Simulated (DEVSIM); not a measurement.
Device: abrupt Ge p-n junction, at 300 K.

Layer 1 from the left is Ge, thickness (μm) 5.80, Na (cm⁻³) 2.1e15, τn (s) 4.2e-6, τp (s) 4.2e-6. Layer 2 from the left is Ge, thickness (μm) 170, Nd (cm⁻³) 5e17, τn (s) 4.2e-6, τp (s) 4.2e-6.

Left contact: ohmic. Right contact: ohmic. Voltage is applied to the left contact. Recombination: SRH at mid-gap, radiative, Auger. Mobility is μmin + (μ − μmin)/(1 + (N/Nref)^α).

The device is made up for the run: typed textbook-type constants, with dimensions and the other settings drawn at random. Values at 300 K.

Ge: gap (eV) 0.664, affinity (eV) 4, permittivity 16, Nc (cm⁻³) 1.04e19, Nv (cm⁻³) 6e18, μn (cm²/Vs) 3900, μp (cm²/Vs) 1900, μn,min 150, μp,min 100, Nref,n 2.6e17, Nref,p 4e17, αn 0.56, αp 0.6, B (cm³/s) 6.4e-14, Cn (cm⁶/s) 1e-31, Cp (cm⁶/s) 1e-31.

Problem. Estimate by hand the built-in potential, the peak field at zero bias, the capacitance at -3 V, and compare with a numerical solution.

Solution. 
- Built-in potential: ni = √(Nc Nv) exp(−Eg/2kT) = 2.09e13 cm⁻³ with Eg = 0.664 eV; Vbi = kT/q ln(Na Nd/ni²) = 0.380 V; numerical 0.380 V.
- Peak field at zero bias: depletion approximation: W = √(2εVbi/(qN)) = 0.567 μm with N = 2.09e15 cm⁻³; field = 2Vbi/W = 13400 V/cm; numerical 34300 V/cm (estimate below by 61 %).
- Capacitance at -3 V: C = √(qεN / 2(Vbi + |V|)) = 8.38 nF/cm²; numerical 8.47 nF/cm² (estimate below by 1.0 %).

Simulated with DEVSIM: 1D drift-diffusion, Boltzmann statistics, complete ionisation; no tunnelling, impact ionisation, image-force lowering or self-heating.
